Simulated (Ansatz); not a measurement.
**ZnO under a change: uniaxial strain ε_xx = +0.60 %**

Start from ZnO in the wurtzite structure (space group P6_3mc, No. 186; a = 3.230 Å, c = 5.214 Å). Axes: x lies along a and z along c of the hexagonal cell.

Now apply this change: uniaxial strain ε_xx = +0.60 %, all other strain components held at zero, atoms relaxed at fixed cell.

Method: PBEsol/PAW in Ansatz (a quantum-chemistry and plane-wave program), no spin-orbit coupling. Γ-centred 12×12×7 mesh, Fermi–Dirac width 0.05 eV.

```json
[
 {"quantity": "volume per atom", "base": "11.78 Å³", "changed": "11.85 Å³", "shift": "+0.07 Å³"},
 {"quantity": "space group", "base": "P6_3mc (No. 186)", "changed": "Cmc2_1 (No. 36)", "shift": "–"},
 {"quantity": "shortest interatomic distance", "base": "196.9 pm", "changed": "197.3 pm", "shift": "+0.4 pm"},
 {"quantity": "energy relative to the base (free energy F)", "base": "0 meV/atom", "changed": "+0.3 meV/atom", "shift": "+0.3 meV/atom"},
 {"quantity": "pressure (mean of the normal stresses, compression positive)", "base": "0.00 GPa", "changed": "-0.86 GPa", "shift": "-0.86 GPa"},
 {"quantity": "band gap", "base": "0.70 eV", "changed": "0.69 eV", "shift": "-0.01 eV"},
 {"quantity": "gap character", "base": "direct at Γ", "changed": "direct at Γ", "shift": "–"},
 {"quantity": "electron mass", "base": "0.13 mₑ (at Γ)", "changed": "0.13 mₑ (at Γ)", "shift": "–"},
 {"quantity": "valence-band top at Γ (three highest levels, from the VBM)", "base": "0.00, 0.00, -0.10 eV", "changed": "0.00, -0.01, -0.10 eV", "shift": "–"},
 {"quantity": "stress (xx, yy, zz, yz, xz, xy; compression positive)", "base": "–", "changed": "(-1.20, -0.73, -0.64, 0.00, 0.00, 0.00) GPa", "shift": "–"}
]
```

Final structure:

```yaml
crystal:
  lattice:
    - [3.24934, 0.00000, 0.00000]
    - [-1.62467, 2.79723, 0.00000]
    - [0.00000, 0.00000, 5.21438]
  atoms:
    - { symbol: Zn, position: [0.33290, 0.66581, 0.00115] }
    - { symbol: Zn, position: [0.66710, 0.33419, 0.50115] }
    - { symbol: O, position: [0.33274, 0.66547, 0.38085] }
    - { symbol: O, position: [0.66726, 0.33453, 0.88085] }
```

Cost of the whole job for the changed cell (relaxation, final SCF and bands): about 80 core-seconds (a rough figure).

Effective masses come from finite differences of ±0.01 Å⁻¹. Whether these cells are dynamically stable was not tested. Labels are those of the standard path for the cell's own space group.
